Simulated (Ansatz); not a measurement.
ZnSnN2 (model structure, started from the alpha NaFeO2 type, R-3m, No. 166, 4 atoms in the cell), treated with PBEsol in Ansatz (plane waves, PAW).

Settings: plane-wave cutoff 520 eV, 12×12×12 k mesh, Fermi–Dirac smearing 0.01 eV, scalar-relativistic PAW data made under PBE.

Cell (relaxed at this level):

```cif
data_N6Sn3Zn3
_chemical_formula_sum 'Sn3 Zn3 N6'
_space_group_name_H-M_alt 'R-3m :H'
_space_group_IT_number 166
_space_group_name_Hall '-R 3 2"'
_cell_length_a 3.16427
_cell_length_b 3.16427
_cell_length_c 15.40660
_cell_angle_alpha 90.000
_cell_angle_beta 90.000
_cell_angle_gamma 120.000
loop_
_atom_site_label
_atom_site_type_symbol
_atom_site_symmetry_multiplicity
_atom_site_Wyckoff_symbol
_atom_site_fract_x
_atom_site_fract_y
_atom_site_fract_z
_atom_site_occupancy
Sn1 Sn 3 a 0.00000 0.00000 0.00000 1
Zn1 Zn 3 b 0.00000 0.00000 0.50000 1
N1 N 6 c 0.00000 0.00000 0.25274 1
```
(The calculation used a cell of 4 atoms; values per cell refer to that cell.)

Question: Give the computed band gap, direct gap at Γ and bulk modulus B0.

Answer: 
- band gap = 0.69 eV (on the SCF k mesh)
- direct gap at Γ = 0.91 eV
- bulk modulus B0 = 183 GPa

Note: the bulk modulus is −V dP/dV from two relaxed cells at ±2 % in volume; the relaxation could raise the start's symmetry but not lower it, so the cell can be a saddle point.

Spin–orbit coupling is not included.

The computed numbers hold no vibrational or temperature effects.

It cost about 2.7 core-minutes (a rough figure) of CPU time.

A model structure was made by putting elements into a prototype or built by hand; it is no filed structure, need not be a known phase, and can be a saddle point held by its symmetry.

Ansatz is a quantum-chemistry and plane-wave program.
